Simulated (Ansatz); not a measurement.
CdS under load (space group P6_3mc), r2SCAN with spin-orbit coupling, rigid bands run with Ansatz (a program for electronic structure). Condition of this run: biaxial stress in the c plane of -0.8 GPa (compression positive) (the target of the relaxation). Band gap 1.69 eV, N_c = 1.71e18 cm⁻³ and N_v = 5.59e19 cm⁻³ at 300 K, conductivity masses along z (a = (4.16, 0.00, 0.00) Å; b = (-2.08, 3.60, 0.00) Å; c = (0.00, 0.00, 6.66) Å) of 0.167 mₑ (electrons) and 1.21 mₑ (holes). Take k_BT = 0.02585 eV.

Q: What thermal injection velocity √(2k_BT/πm) limits a ballistic channel along the direction named?

A: 1.32e7 cm/s for electrons and 4.89e6 cm/s for holes, a ratio of √(m_h/m_e) = 2.69, for dilute carriers.

Q: Find the intrinsic carrier density and the intrinsic Fermi level.

A: n_i = √(N_c N_v) exp(−E_g/2k_BT) = 9.78e18 × exp(−32.69) = 6.2e4 cm⁻³. The level lies (k_BT/2) ln(N_v/N_c) = 45 meV from mid-gap (positive towards the conduction band). Each 0.1 eV added to the gap lowers n_i by a factor of 6.9.

Q: A film of it is 5 nm thick, with its normal along the direction named. Estimate the confinement energies in an infinite well.

A: ħ²π²/(2m t²) = 0.376 eV·nm²/(m/mₑ × t²) gives 90.1 meV for electrons and 12.4 meV for holes, so the gap would widen to about 1.79 eV. Finite barriers and nonparabolic bands lower this, and with several valleys or bands the heaviest mass along the normal sets the lowest level, not this average.

Rigid bands with the computed gap; masses take one relaxation time for all states. Geometry: cell and atoms relaxed with PBEsol.
